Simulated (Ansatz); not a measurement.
## Ir in the fcc (Cu type) structure (space group Fm-3m, No. 225)

```
CELL_PARAMETERS angstrom
      0.00000     1.93527     1.93527
      1.93527     0.00000     1.93527
      1.93527     1.93527     0.00000
ATOMIC_POSITIONS crystal
  Ir 0.00000 0.00000 0.00000
```

All numbers come from PBE, PAW, 420 eV (Ansatz, an electronic-structure program; spin-orbit coupling left out), earlier PAW set. Γ-centred 21×21×21 mesh, Fermi–Dirac width 0.05 eV.

The volume per atom comes out as 14.50 Å³ and the density comes out as 22.02 g/cm³. The band gap comes out as zero. The total energy is -11936.833 eV/atom (σ→0; compares only within this code and set-up).

No phonon test of stability was made. All final runs are without spin polarisation.
